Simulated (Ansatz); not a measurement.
## MgTe under a change: Mg → Cd

The reference is MgTe in the wurtzite structure (space group P6_3mc, No. 186; a = 4.561 Å, c = 7.413 Å).

It is then changed as follows: every Mg is replaced by Cd, then cell and atoms are relaxed.

Method: PBEsol in Ansatz (plane waves to 420 eV, PAW, no spin-orbit coupling). Γ-centred 8×8×5 mesh, Fermi–Dirac width 0.05 eV.

```json
[
 {"quantity": "volume per atom", "base": "33.39 Å³", "changed": "34.18 Å³", "shift": "+0.795 Å³"},
 {"quantity": "density", "base": "3.78 g/cm³", "changed": "5.83 g/cm³", "shift": "+2.05 g/cm³"},
 {"quantity": "c/a ratio", "base": "1.625", "changed": "1.640", "shift": "+0.0145"},
 {"quantity": "space group", "base": "P6_3mc (No. 186)", "changed": "P6_3mc (No. 186)", "shift": "–"},
 {"quantity": "shortest interatomic distance", "base": "2.787 Å", "changed": "2.809 Å", "shift": "+0.022 Å"},
 {"quantity": "band gap", "base": "2.39 eV", "changed": "0.69 eV", "shift": "-1.70 eV"},
 {"quantity": "gap character", "base": "direct at Γ", "changed": "direct at Γ", "shift": "–"},
 {"quantity": "electron mass", "base": "0.15 mₑ along c, 0.17 mₑ across (at Γ)", "changed": "0.056 mₑ along c, 0.061 mₑ across (at Γ)", "shift": "–"},
 {"quantity": "valence-band top at Γ (three highest levels, from the VBM)", "base": "0.00, -0.02, -0.02 eV", "changed": "0.00, 0.00, -0.07 eV", "shift": "–"}
]
```

Final structure:

```
CdTe
1.0
    4.58329     0.00000     0.00000
   -2.29165     3.96925     0.00000
    0.00000     0.00000     7.51566
Cd Te
2 2
Cartesian
  2.29165   1.32308   7.51431
  0.00000   2.64617   3.75648
  2.29165   1.32308   4.70014
  0.00000   2.64617   0.94231
```

Cost of the whole job for the changed cell (relaxation, final SCF and bands): around 2.4 core-minutes (rough).

Spin-orbit coupling, missing from the scalar runs, can matter with Te. Masses are band curvatures over ±0.01 Å⁻¹ around the edge. Whether these cells are dynamically stable was not tested. For CdTe in this form, whether it has been made was not checked. This is not the structure that CdTe has at room temperature and ambient pressure.

Ansatz is an electronic-structure program.
